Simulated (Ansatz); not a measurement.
**Al2Cu: response to strain**

Take Al$_{2}$Cu (space group I4/mcm, No. 140; a = 6.006 Å, c = 4.790 Å) as the base. Axes: x, y, z lie along a, b, c of the conventional cell.

Strains are applied to the cell and any free atomic positions relax; under biaxial strain the out-of-plane vector relaxes too; under stress the whole cell relaxes.

Calculations: r2SCAN (Ansatz, a quantum-chemistry and plane-wave program, PAW, no SOC).

Notes on the quantities. pressure: mean of the normal stresses, compression positive; energy relative to the base: free energy F.

| case | pressure | energy relative to the base | shortest interatomic distance |
|---|---|---|---|
| base | 0.0 GPa | 0 meV/atom | 2.395 Å |
| biaxial strain +0.96 %, plane normal [001], relaxed out of plane | -1.4 GPa | … | … |
| biaxial strain +4.52 %, plane normal [001], relaxed out of plane | -6.2 GPa | +40 meV/atom | 2.344 Å |
| isotropic strain −3.49 % | 15.5 GPa | +64 meV/atom | 2.311 Å |
| isotropic strain +4.43 % | -11.0 GPa | +77 meV/atom | 2.501 Å |
| isotropic strain +5.84 % | -13.0 GPa | +128 meV/atom | 2.535 Å |
| uniaxial strain ε_yy = −3.63 % | 4.7 GPa | … | 2.395 Å |
| uniaxial strain ε_zz = +1.12 % | -1.2 GPa | +1.0 meV/atom | 2.422 Å |
| tensor shear ε_xy = −2.75 % | 0.3 GPa | +6.2 meV/atom | 2.395 Å |
| uniaxial stress, 1 GPa tension along x | – | +0.3 meV/atom | 2.392 Å |

Problem. Some entries are withheld; estimate them.

Solution. 
- biaxial strain +0.96 %, plane normal [001], relaxed out of plane, energy relative to the base: +1.9 meV/atom
- biaxial strain +0.96 %, plane normal [001], relaxed out of plane, shortest interatomic distance: 2.380 Å
- uniaxial strain ε_yy = −3.63 %, energy relative to the base: +11 meV/atom

A biaxial case was relaxed in a doubled cell and then solved in the primitive one. Without a gap, meshes like the base's 12×12×12 leave anisotropic stresses uncertain by several tenths of a GPa, and small strain energies with them. Stability under load was not tested beyond the relaxation. All final runs are without spin polarisation.
